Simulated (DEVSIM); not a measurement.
Structure: Si p-n junction from an implanted or diffused profile, at 300 K.

```
layer (left to right)  material  thickness (μm)  Nd (cm⁻³)   τn (s)   τp (s)
---------------------  --------  --------------  ---------  -------  -------
1                            Si            17.0     2.7e14  0.00012  0.00012
```

Added acceptor profile: 1.4e18 cm⁻³ × exp(−(x − 0 μm)²/(2·(0.072 μm)²)). Left contact: ohmic. Right contact: ohmic. Voltage is applied to the left contact. Recombination: SRH at mid-gap. Mobility is μmin + (μ − μmin)/(1 + (N/Nref)^α).

Constants are typed, rounded textbook-type inputs, not results; the design itself was drawn at random and stands for no fabricated device. Values at 300 K. The table also holds parameters that only a changed run uses.

| parameter | Si |
|---|---|
| gap (eV) | 1.124 |
| affinity (eV) | 4.05 |
| permittivity | 11.7 |
| Nc (cm⁻³) | 2.86e19 |
| Nv (cm⁻³) | 3.1e19 |
| μn (cm²/Vs) | 1417 |
| μp (cm²/Vs) | 470 |
| μn,min | 52 |
| μp,min | 45 |
| Nref,n | 9.7e16 |
| Nref,p | 2.2e17 |
| αn | 0.68 |
| αp | 0.72 |
| Cn (cm⁶/s) | 2.8e-31 |
| Cp (cm⁶/s) | 9.9e-32 |

Simulated with DEVSIM: 1D drift-diffusion, Boltzmann statistics, complete ionisation; no tunnelling, impact ionisation, image-force lowering or self-heating.

Base results: dark forward voltage at 1 A/cm² (V) 0.573; dark forward voltage at 100 A/cm² (V) 0.811; potential step across the device at zero bias (V) 0.745.

Question: What follows from this one change: straggle of the profile 0.072 → 0.14 μm?

Answer: dark forward voltage at 1 A/cm² little changed (0.573 V); dark forward voltage at 100 A/cm² 0.811 → 0.801 V; potential step across the device at zero bias little changed (0.745 V).

Question: What follows from this one change: peak of the profile 1.4e+18 → 2.8e+18 cm^-3?

Answer: dark forward voltage at 1 A/cm² little changed (0.574 V); dark forward voltage at 100 A/cm² 0.811 → 0.798 V; potential step across the device at zero bias 0.745 → 0.763 V.

Question: What follows from this one change: thickness of layer 1 17 → 85 μm?

Answer: dark forward voltage at 1 A/cm² 0.573 → 0.634 V; dark forward voltage at 100 A/cm² 0.811 → 1.120 V; potential step across the device at zero bias little changed (0.745 V).

Question: What follows from this one change: constant mobility in place of the doping-dependent one?

Answer: dark forward voltage at 1 A/cm² 0.573 → 0.569 V; dark forward voltage at 100 A/cm² 0.811 → 0.846 V; potential step across the device at zero bias little changed (0.745 V).
